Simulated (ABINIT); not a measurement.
# Cost against accuracy: ecut for SiNi₃ (Pm-3m, 4 atoms in the cell)

```yaml
crystal:
  lattice:
    - [3.54652, 0.00000, 0.00000]
    - [0.00000, 3.54652, 0.00000]
    - [0.00000, 0.00000, 3.54652]
  atoms:
    - { symbol: Si, position: [0.00000, 0.00000, 0.00000] }
    - { symbol: Ni, position: [0.00000, 0.50000, 0.50000] }
    - { symbol: Ni, position: [0.50000, 0.00000, 0.50000] }
    - { symbol: Ni, position: [0.50000, 0.50000, 0.00000] }
```

Computed with PBE, norm-conserving pseudopotentials (PseudoDojo nc-sr-05 PBE standard) (plane waves; ABINIT).

Base settings: pseudos = [Si.upf, Ni.upf]; ecut = 98 Ry; occopt = 7; tsmear = 0.05 eV; ngkpt = 7 7 7; nshiftk = 1; shiftk = 0 0 0; potentials = PseudoDojo nc-sr-05 PBE standard; nband = 37; kptopt = 1.

Misses are taken against the tightest run, 128 Ry, which need not be fully converged itself. The energy is the free energy per atom.

The count of work is k-points × plane waves × bands × iterations; it is no time, and leaves out set-up, grids and terms that scale otherwise. Core times come from one kind of shared machine and are given to one figure; runs under 30 s give none.

The starting cell comes from a database of computed structures (which also holds hypothetical and non-ambient phases and stackings), without a prior relaxation at this level. Its lattice was rescaled by a random factor within 2.5 % of one. Spin polarisation is off. In the base run, with a pressure of about -7 GPa the cell is away from its equilibrium volume at this level.

The runs (ecut): 40 Ry | 48 Ry | 58 Ry | 68 Ry | 78 Ry | 88 Ry | 98 Ry | 112 Ry | 128 Ry.

Task: Which is the coarsest setting among those run that, with all tighter ones, holds the energy within 20 meV/atom of the reference, and what does it save?

Result: 88 Ry, off by 6.6 meV/atom; its saving against the reference is no more than about a factor of 2 in the count of work.

Task: Which is the coarsest setting among those run that, with all tighter ones, holds the energy within 2 meV/atom of the reference, and what does it save?

Result: 98 Ry, off by 0.45 meV/atom; its saving against the reference is no more than about a factor of 2 in the count of work.

Task: For at most 0.2 times the reference's count of work, which run misses the energy least?

Result: 48 Ry, with a miss of 20000 meV/atom at a count of 0.16.

Task: What does the step from 40 Ry to 78 Ry buy?

Result: It takes the miss in the energy from 49000 to 110 meV/atom, for 3.6 times the count of work and roughly 2 times the time.

```tsv
ecut	energy less reference (meV/atom)	pressure less reference (GPa)	count of work / reference	core time / reference (rough)
40 Ry	49442.71	-2023.27	0.11	0.2
48 Ry	20144.41	-1141.76	0.16	0.2
58 Ry	5120.07	-432.90	0.28	0.3
68 Ry	960.93	-118.21	0.31	0.4
78 Ry	113.33	-20.53	0.40	0.4
88 Ry	6.56	-1.84	0.51	0.6
98 Ry	0.45	-0.01	0.71	0.9
112 Ry	0.23	-0.01	0.78	0.8
128 Ry	0.00	0.00	1.0	1
```
